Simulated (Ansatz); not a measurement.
**Effect of pressure −1 GPa on PbTe**

Start from PbTe in the rock salt structure (space group Fm-3m, No. 225; a = 6.535 Å).

It is then changed as follows: hydrostatic tension (pressure −1 GPa).

Level of theory: r2SCAN/PAW in Ansatz (a quantum-chemistry and plane-wave program), spin-orbit coupling left out, earlier PAW set. Settings: 9×9×9 k-points, 0.05 eV Fermi–Dirac smearing.

The volume per atom increases by 0.90 Å³, from 34.89 Å³ to 35.79 Å³ and the density falls by 0.20 g/cm³, from 7.97 g/cm³ to 7.77 g/cm³. The lattice parameter a grows by 0.056 Å, from 6.535 Å to 6.591 Å and the enthalpy H = E + PV relative to the base's energy is -0.22 eV/atom. The band gap grows by 0.05 eV (1.10 eV → 1.15 eV) and the gap character stays direct at L. The mean gap deformation potential ΔEg/Δln V is +1.9 eV and the width of the top valence band drops by 0.15 eV (2.76 eV → 2.61 eV). The electron mass changes from 0.34 mₑ along k, 0.12 mₑ across (at L) to 0.35 mₑ along k, 0.12 mₑ across (at L) and the valley order (the lowest conduction-band minima on the path, energy above the VBM, named in the base's zone) changes from L along ⟨111⟩ 1.10 eV; a point along ⟨110⟩, about 0.5 Å⁻¹ from Γ 1.62 eV; a point along ⟨100⟩, about 0.3 Å⁻¹ from Γ 2.02 eV to L along ⟨111⟩ 1.15 eV; a point along ⟨110⟩, about 0.5 Å⁻¹ from Γ 1.65 eV; a point along ⟨100⟩, about 0.3 Å⁻¹ from Γ 2.05 eV.

Cost of the whole job for the changed cell (relaxation, final SCF and bands): roughly 28 core-seconds.

Spin-orbit coupling, missing from the scalar runs, can matter with Pb and Te. Load acts through the strain it causes; cell and atoms are relaxed under it. Masses are band curvatures over ±0.01 Å⁻¹ around the edge. Along k means along the line from Γ to the band edge. Whether these cells are dynamically stable was not tested.
